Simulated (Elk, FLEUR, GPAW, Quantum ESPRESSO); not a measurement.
# Code comparison for Ce (Fm-3m, 1 atom in the cell)

Self-consistent single point, at a second geometry (lattice scaled by 0.98). First geometry:

```xyz
1
Lattice="0.0000 2.3533 2.3533 2.3533 0.0000 2.3533 2.3533 2.3533 0.0000" Properties=species:S:1:pos:R:3 pbc="T T T"
Ce     0.0000     0.0000     0.0000
```

Shared settings, as Quantum ESPRESSO writes them: occupations = smearing; smearing = fermi-dirac; degauss = 0.0073499 Ry; K_POINTS = automatic 10 10 10 0 0 0. Potentials and cutoffs stand in the table.

```csv
code,model,ΔF from the first geometry (meV/atom),cutoff
GPAW,"PBE, GPAW PAW datasets PBE (gpaw-data 1.0.1)",27.5,850 eV
Quantum ESPRESSO,"PBE, SSSP 1.1.2 efficiency (PBE) pseudopotentials",27.0,50 Ry
FLEUR,"PBE, all-electron FLAPW (FLEUR), scalar-relativistic valence",29.9,Kmax 3.8 1/bohr
Elk,"PBE, all-electron FP-LAPW, Elk's shipped species files, APW+lo basis with extra local orbitals",26.4,rgkmax 8
```

On GPAW's run: spin-orbit coupling is off. Spin polarisation is off. The f electrons are in the valence without U or exact exchange, which can misplace them near the Fermi level. Spin-orbit terms, which matter for f shells, are left out.

The spread over the programs that give each value: ΔF from the first geometry within 3.5 meV/atom.

FLEUR and Elk treat all electrons, but the usual bases taken here (sphere radii, linearisation, local orbitals, empty states) were not tested for convergence, so the values are no reference for the others.

The starting cell comes from a database of computed structures (which also holds hypothetical and non-ambient phases and stackings), without a prior relaxation at this level. Its lattice was rescaled by a random factor within 2.5 % of one. For this run, on top of that: lattice scaled by 0.98.

Left out of this page: Ansatz (with a known weakness of the program).
